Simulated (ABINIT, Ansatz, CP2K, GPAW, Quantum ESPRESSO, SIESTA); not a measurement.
Ru (P6_3/mmc, 2 atoms in the cell) computed with different codes at matched settings

Self-consistent single point.

```yaml
crystal:
  lattice:
    - [1.35500, -2.34693, 0.00000]
    - [1.35500, 2.34693, 0.00000]
    - [0.00000, 0.00000, 4.28000]
  atoms:
    - { symbol: Ru, position: [0.33333, 0.66667, 0.25000] }
    - { symbol: Ru, position: [0.66667, 0.33333, 0.75000] }
```

All programs got the same cell, k-point mesh and kind of occupations (in Ansatz's words: kpoints.mp_grid.grid = 9 9 5; scf.occupations.method = fermi_dirac; scf.occupations.width = 0.136 eV); potentials, basis and cutoffs are each program's usual ones.

| code | model | pressure (GPa) | k-points | cutoff |
|---|---|---|---|---|
| Ansatz | PBE, default PAW files | 3.72 | 36 | default |
| CP2K | PBE, GPW, DZVP-MOLOPT-SR-GTH basis, GTH-PBE potentials (GTH_POTENTIALS) | 4.40 | 203 | grid 500 Ry |
| SIESTA | GGA PBE, numerical atomic orbitals TZP, PseudoDojo PBE standard norm-conserving potentials (rewritten from UPF to PSML) | 7.03 | 203 | grid 300 Ry |
| Quantum ESPRESSO | PBE, PSlibrary ultrasoft (PBE) pseudopotentials | 2.93 | 36 | 60 Ry |
| ABINIT | PBE, norm-conserving pseudopotentials (PseudoDojo nc-sr-05 PBE standard) | 4.20 | 36 | 42 Ha |
| GPAW | PBE, GPAW PAW datasets PBE (gpaw-data 1.0.1) | 2.65 | 36 | 550 eV |

The spread over the programs that give each value: pressure within 4.38 GPa.

The starting cell has typed, rounded lattice constants, without a prior relaxation at this level. On Ansatz's run: Spin polarisation is off. In the base run, with a pressure of about 4 GPa the cell is away from its equilibrium volume at this level.

Problem. Why do the programs differ, and what cannot be compared?

Solution. Differences of this kind can come from the potentials, where these differ, and from what each basis and cutoff leave unconverged. The zero of total energies and Fermi levels follows the potentials and each program's conventions, so they are not compared here. CP2K and SIESTA use small atom-centred bases, whose incompleteness enters pressures, forces and empty levels differently from a plane-wave cutoff. Ansatz's pressure is given at a fixed set of plane waves, as the other plane-wave codes print theirs; with its correction for the finite basis it is 3.79 GPa. The programs reduce the same mesh by symmetry to different extents, which changes the work and not the result. In the pressure, CP2K (by 1.08) and SIESTA (by 3.71) lie more than 1 GPa from the median of the plane-wave programs.

Left out of this page: Elk and FLEUR (not drawn, or without a comparable value).

Ansatz is a quantum-chemistry and plane-wave program.

Keys are those of Ansatz 0.2.
